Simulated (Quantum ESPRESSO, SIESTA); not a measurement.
A SIESTA input for a self-consistent single point of PtAu (R-3m, 2 atoms in the cell) (DFT, GGA PBEsol, numerical atomic orbitals DZP, PseudoDojo PBEsol standard norm-conserving potentials (rewritten from UPF to PSML)):

```
# files in the folder: Pt.psml Au.psml (PseudoDojo PBEsol standard)
SystemName  PtAu
SystemLabel siesta

NumberOfAtoms                2
NumberOfSpecies              2
%block ChemicalSpeciesLabel
  1 78 Pt
  2 79 Au
%endblock ChemicalSpeciesLabel
LatticeConstant              1.0 Ang
%block LatticeVectors
     1.409650000    0.813862000    4.753407000
    -1.409650000    0.813862000    4.753407000
     0.000000000   -1.627724000    4.753407000
%endblock LatticeVectors
AtomicCoordinatesFormat      ScaledCartesian
%block AtomicCoordinatesAndAtomicSpecies
     0.000000000    0.000000000    7.130110500  1
     0.000000000    0.000000000    0.000000000  2
%endblock AtomicCoordinatesAndAtomicSpecies

XC.functional                GGA
XC.authors                   PBEsol
PAO.BasisSize                DZP
PAO.EnergyShift              0.005 Ry
MeshCutoff                   350 Ry
%block kgrid.MonkhorstPack
   11   0   0  0.0
    0  11   0  0.0
    0   0  11  0.0
%endblock kgrid.MonkhorstPack
OccupationFunction           FD
ElectronicTemperature        580.23 K

MaxSCFIterations             150
SCF.Mixer.Method             Pulay
SCF.Mixer.Weight             0.2
SCF.Mixer.History            6
SCF.DM.Tolerance             1.0E-04
Diag.ParallelOverK           true
WriteForces                  true
```

### Question
Translate this input to Quantum ESPRESSO.

### Answer
One input that does it (others would too):

```fortran
&CONTROL
   calculation = 'scf',
   prefix = 'run',
   outdir = './tmp',
   pseudo_dir = './',
   tprnfor = .true.,
   tstress = .true.,
/
&SYSTEM
   ibrav = 0,
   nat = 2,
   ntyp = 2,
   ecutwfc = 60,
   ecutrho = 480,
   occupations = 'smearing',
   smearing = 'fermi-dirac',
   degauss = 0.0036749,
   input_dft = 'pbesol',
/
&ELECTRONS
   conv_thr = 1e-10,
   mixing_beta = 0.3,
/
ATOMIC_SPECIES
Pt   195.0840  pt_pbe_v1.4.uspp.F.UPF
Au   196.9666  Au_ONCV_PBE-1.0.oncvpsp.upf
ATOMIC_POSITIONS {bohr}
Pt    0.000000000    0.000000000   13.473956083
Au    0.000000000    0.000000000    0.000000000
K_POINTS {automatic}
11 11 11  0 0 0
CELL_PARAMETERS {angstrom}
   1.409650167     0.813861903     4.753407000
  -1.409650167     0.813861903     4.753407000
   0.000000000    -1.627723807     4.753407000
```

Basis settings and potentials, where a program has them, do not carry over. This input uses DFT, PBEsol, plane waves, SSSP 1.1.2 efficiency (PBE) pseudopotentials. Both were run: pressure -5.31 GPa in SIESTA and -6.23 in Quantum ESPRESSO.

On SIESTA: the starting cell comes from a database of computed structures (which also holds hypothetical and non-ambient phases and stackings), without a prior relaxation at this level. Spin polarisation is off. Values carry the incompleteness of an atom-centred basis. With a pressure of about -5 GPa the cell is away from its equilibrium volume at this level.

On Quantum ESPRESSO: the starting cell comes from a database of computed structures (which also holds hypothetical and non-ambient phases and stackings), without a prior relaxation at this level. Spin polarisation is off. With a pressure of about -6 GPa the cell is away from its equilibrium volume at this level.
